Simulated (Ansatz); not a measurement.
The reference is Zr in the hcp (Mg type) structure (space group P6_3/mmc, No. 194; a = 3.144 Å, c = 5.093 Å; relaxed with 0.1 eV smearing). Axes: x lies along a and z along c of the hexagonal cell.

Calculations: Ansatz (a first-principles code), LDA, PAW, cutoff 420 eV, without spin-orbit coupling.

For the base:

The shortest interatomic distance comes out as 3.127 Å.

Now apply this change: a pure shear with ε_xz = ε_zx = 0.0114; the atoms relax in the strained cell.

Task: Predict the new energy relative to the base, stress and shortest interatomic distance.

Result: The energy rises by 0.6 meV/atom; the stress (xx, yy, zz, yz, xz, xy; compression positive) comes out as (0.0, 0.0, 0.0, 0.0, -0.4, 0.0) GPa; the shortest interatomic distance falls by 0.029 Å, from 3.127 Å to 3.098 Å.

No phonon test of stability was made. The final runs are not spin-polarised.
